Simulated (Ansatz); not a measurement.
The parent structure is HgI$_{2}$ in the 2H-MoS2 type structure (space group P6_3/mmc, No. 194; a = 4.0712 Å, c = 13.5592 Å; a hypothetical phase, not in the database extracts checked; layered, stacked along the Cartesian z axis).

The change: a free-standing slab of 3 layers (9 atoms, 3 a layer) is cut normal to the stacking axis, with 15 Å of vacuum and the in-plane cell relaxed.

Levels (all Ansatz, a first-principles code, PAW, earlier PAW set): PBEsol-D3(BJ) (420 eV, no SOC); PBEsol+SOC (420 eV, spin-orbit coupling included).

The geometry is relaxed with PBEsol-D3(BJ).

| Item | Result |
|---|---|
| PBEsol-D3(BJ) width of the top valence band | 0.39 eV |
| PBEsol-D3(BJ) lowest conduction level above the VBM at special points | M 0.40 eV; Γ 0.96 eV; K 1.40 eV |

Q: What does PBEsol+SOC give at this geometry for the valence-band top at Γ, width of the top valence band and lowest conduction level above the VBM at special points?

A: The valence-band top at Γ (three highest Kramers pairs, from the VBM) is 0.00, -0.06, -0.18 eV; the width of the top valence band increases by 0.286 eV, from 0.39 eV to 0.67 eV; the lowest conduction level above the VBM at special points goes from M 0.40 eV; Γ 0.96 eV; K 1.40 eV to M 0.14 eV; Γ 0.70 eV; K 0.93 eV.

Single points use the geometry relaxed with PBEsol-D3(BJ). Differences between runs with and without spin-orbit coupling are approximate. Spin-orbit coupling, missing from the scalar runs, can matter with Hg and I. The levels and masses belong to the bands next to the band gap. Stability against distortions was not tested. The runs without spin-orbit coupling are not spin-polarised. k-point labels follow each cell's own Brillouin zone.
